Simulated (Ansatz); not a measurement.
**CdS: response to strain**

The reference is CdS in the wurtzite structure (space group P6_3mc, No. 186).

```xyz
4
Lattice="4.1962 0.0000 0.0000 -2.0981 3.6341 0.0000 0.0000 0.0000 6.8295" Properties=species:S:1:pos:R:3 pbc="T T T"
Cd     2.0981     1.2114     3.4132
Cd     0.0000     2.4227     6.8279
S      2.0981     1.2114     0.8416
S      0.0000     2.4227     4.2564
```

Strains are applied to the cell and any free atomic positions relax.

Calculations: PBE/PAW in Ansatz (a first-principles code), scalar-relativistic without spin-orbit coupling.

Notes on the quantities. energy relative to the base: free energy F.

```csv
change,electron mass,band gap,energy relative to the base
base,"0.12 mₑ along c, 0.13 mₑ across (at Γ)",1.11 eV,0 meV/atom
isotropic strain −3.00 %,"0.13 mₑ along c, 0.14 mₑ across (at Γ)",1.32 eV,___
isotropic strain −2.40 %,"0.13 mₑ along c, 0.14 mₑ across (at Γ)",___,+24 meV/atom
isotropic strain −1.80 %,"0.13 mₑ along c, 0.14 mₑ across (at Γ)",___,+13 meV/atom
isotropic strain −1.20 %,"0.12 mₑ along c, 0.13 mₑ across (at Γ)",1.20 eV,+5.9 meV/atom
isotropic strain −0.60 %,"0.12 mₑ along c, 0.13 mₑ across (at Γ)",___,+1.4 meV/atom
```

### Question
Fill in the withheld entries from the trend.

### Answer

- isotropic strain −3.00 %, energy relative to the base: +39 meV/atom
- isotropic strain −2.40 %, band gap: 1.28 eV
- isotropic strain −1.80 %, band gap: 1.24 eV
- isotropic strain −0.60 %, band gap: 1.15 eV

Effective masses come from finite differences of ±0.01 Å⁻¹. No phonon test of stability was made.
